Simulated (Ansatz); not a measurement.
The reference is BeS in the zinc blende structure (space group F-43m, No. 216).

```
CELL_PARAMETERS angstrom
      0.00000     2.41896     2.41896
      2.41896     0.00000     2.41896
      2.41896     2.41896     0.00000
ATOMIC_POSITIONS crystal
  S  0.25000 0.25000 0.25000
  Be 0.00000 0.00000 0.00000
```

Cartesian axes are those of the cell as printed.

The values are results of PBEsol in Ansatz (plane waves to 420 eV, PAW, without spin-orbit coupling), not measurements.

Modification: every lattice vector is stretched by 0.73 %, atoms relaxed at fixed cell.

Q: Predict the stress tensor and what it implies for the stiffness.

A: Stress of the strained cell less that of the base (GPa, compression positive):
```
  -2.04    0.00    0.00
   0.00   -2.04    0.00
   0.00    0.00   -2.04
```

Then B = −ΔP/(ΔV/V₀) with ΔV/V₀ = 0.0221 gives secant stiffness values (nonlinear terms included at this strain): B ≈ 92 GPa.

Stability against distortions was not tested.

Ansatz is an electronic-structure program.
